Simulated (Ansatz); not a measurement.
We consider rutile MgC2 (cell taken from a computed entry), described by PBE in Ansatz (plane waves, PAW).

Numerical settings: plane-wave cutoff 500 eV, 10×10×8 k mesh (along the axes of the cell as run), Fermi–Dirac smearing 0.05 eV, scalar-relativistic PAW data made under PBE.

Cell (relaxed at this level):

```
CELL_PARAMETERS angstrom
      3.94688     0.00000     0.00000
      0.00000     3.94688     0.00000
      0.00000     0.00000     4.98722
ATOMIC_POSITIONS crystal
  Mg 0.50000 0.50000 0.00000
  Mg 0.00000 0.00000 0.50000
  C  0.88770 0.88770 0.00000
  C  0.11230 0.11230 0.00000
  C  0.61230 0.38770 0.50000
  C  0.38770 0.61230 0.50000
```

Problem. Predict the band gap.

Solution. 
* **band gap**: 2.59 eV (on the SCF k mesh)

Note: the relaxation could not lower the start's symmetry, so the cell can be a saddle point above a distorted one.

Static lattice: no zero-point or thermal effects.

Ansatz is a quantum-chemistry and plane-wave program.
